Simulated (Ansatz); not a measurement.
Start from Mo in the bcc (W type) structure (space group Im-3m, No. 229; a = 3.130 Å). Axes: x, y, z lie along the cube axes.

The values are results of DFT with PBEsol, PAW potentials and a 420 eV plane-wave cutoff in Ansatz (a program for electronic structure), without spin-orbit coupling, not measurements.

Base values:

```
Property                        Result
-----------------------------  -------
Band gap                          zero
Shortest interatomic distance  2.710 Å
```

Now apply this change: a free-standing slab of 3 layers (3 atoms, 1 a layer) is cut normal to [110], with 15 Å of vacuum and the in-plane cell held at bulk.

**Question.** Estimate the effect on the band gap.

**Answer.** The band gap is still zero.

**Question.** Estimate the effect on the excess energy per area of both faces.

**Answer.** The excess energy per area of both faces (slab less bulk energy over the cell's area: twice a surface energy) comes out as 6.4 J/m² (uncertain by up to 0.07 J/m²).

**Question.** What happens to the change of the spacing d12 from its bulk value of 2.213 Å?

**Answer.** The change of the spacing d12 from its bulk value of 2.213 Å comes out as -3.7 %.

**Question.** Predict the new shortest interatomic distance.

**Answer.** The shortest interatomic distance decreases by 0.067 Å, from 2.710 Å to 2.643 Å.

The excess energy carries the mismatch between the slab's and the bulk's meshes. Stability against distortions was not tested. The final runs are not spin-polarised.
